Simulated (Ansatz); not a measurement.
# HfN, pressure series

Base system: HfN in the rock salt structure (space group Fm-3m, No. 225; a = 4.548 Å).

Cell and atoms are relaxed at each pressure.

All numbers come from Ansatz (a program for electronic structure) PBE, no spin-orbit coupling, earlier PAW set.

```json
[
 {"pressure (GPa)": "-2", "volume per atom (Å³/atom)": "11.850"},
 {"pressure (GPa)": "-1", "volume per atom (Å³/atom)": "11.804"},
 {"pressure (GPa)": "0", "volume per atom (Å³/atom)": "11.759"},
 {"pressure (GPa)": "7", "volume per atom (Å³/atom)": "11.466"},
 {"pressure (GPa)": "15", "volume per atom (Å³/atom)": "11.173"},
 {"pressure (GPa)": "30", "volume per atom (Å³/atom)": "?"},
 {"pressure (GPa)": "50", "volume per atom (Å³/atom)": "10.215"},
 {"pressure (GPa)": "75", "volume per atom (Å³/atom)": "9.722"},
 {"pressure (GPa)": "100", "volume per atom (Å³/atom)": "9.322"}
]
```

Problem. Fit the third-order Birch–Murnaghan form P(V) = (3B₀/2)[(V₀/V)^(7/3) − (V₀/V)^(5/3)]·[1 + (3/4)(B₀′ − 4)((V₀/V)^(2/3) − 1)] (squares taken in P) to the rows shown and predict the withheld row.

Solution. Least squares on the printed values gives V₀ = 11.759 Å³/atom, B₀ = 264 GPa, B₀′ = 4.2; this predicts 10.711 Å³/atom, and the run gives 10.710 Å³/atom, in agreement.

Load acts through the strain it causes; cell and atoms are relaxed under it. Whether these cells are dynamically stable was not tested. No other phases were tried under pressure. The final runs are not spin-polarised. An odd electron count without spin: HfN.
